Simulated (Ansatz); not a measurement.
Input:

```xyz
12
Lattice="5.3478 0.0000 0.0000 0.0000 5.1210 0.0000 0.0000 0.0000 5.1512" Properties=species:S:1:pos:R:3 pbc="T T T"
Zr     0.1622     1.3564     1.2966
Zr     5.1855     3.7646     3.8722
Zr     2.8361     3.7646     1.2966
Zr     2.5116     1.3564     3.8722
O      1.9400     0.3170     0.5242
O      3.4077     4.8040     3.0998
O      4.6139     4.8040     0.5242
O      0.7338     0.3170     3.0998
O      1.1876     2.7238     0.0130
O      4.1602     2.3972     2.5886
O      3.8615     2.3972     0.0130
O      1.4863     2.7238     2.5886
```

No spin polarisation.

Method: PBE/PAW in Ansatz (a program for electronic structure), spin-orbit coupling left out. Settings: 5×5×5 k-points, 0.05 eV Fermi–Dirac smearing.

Question: Predict the band gap, smallest direct gap and gap character.

Answer: 
```json
{
  "band_gap": "3.85 eV",
  "smallest_direct_gap": "4.00 eV",
  "gap_character": "indirect, Γ → k = (0.200, 0.400, 0.400) in the run's primitive reciprocal basis"
}
```

The cells carry an imposed strain or load. Stability against distortions was not tested. The cell was made from ZrO$_{2}$ (space group Pca2_1, No. 29) by this change: isotropic strain +0.45 %. This is not the structure that ZrO2 has at room temperature and ambient pressure.
